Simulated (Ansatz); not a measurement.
The starting structures come from a database of crystals and need not be the phases stable at ambient conditions.

Inside the gap of an insulator the Bloch states are evanescent, with a wavenumber k + iκ along the transport direction.

```yaml
crystal:
  lattice:
    - [7.05432, 0.00000, 0.00000]
    - [2.81489, 6.46837, 0.00000]
    - [1.53148, 1.00374, 4.42366]
  atoms:
    - { symbol: Ba, position: [0.17385, 0.17385, 0.68458] }
    - { symbol: Ba, position: [0.82615, 0.82615, 0.31542] }
    - { symbol: P, position: [0.40958, 0.40958, 0.97625] }
    - { symbol: P, position: [0.59042, 0.59042, 0.02375] }
    - { symbol: P, position: [0.81318, 0.35164, 0.29170] }
    - { symbol: P, position: [0.18682, 0.64836, 0.70830] }
    - { symbol: P, position: [0.64836, 0.18682, 0.70830] }
    - { symbol: P, position: [0.35164, 0.81318, 0.29170] }
```

Space group of this cell: C2/m. The cell is taken as given.

Transport runs along the normal of the first two printed cell vectors.

No gap correction and no spin-orbit coupling; mid-gap values are interpolated between computed energies.

### Question
Give the band gap and the smallest decay constant κ at mid-gap that r2SCAN (Ansatz, an electronic-structure program) yields.

### Answer
Gap 0.88 eV on a 6×6×8 mesh; κ = 0.191 1/Å, at (-0.167, 0.167) of the in-plane reciprocal vectors. At the zone centre, at the nearest computed energy, the slowest state has κ = 0.24 1/Å.
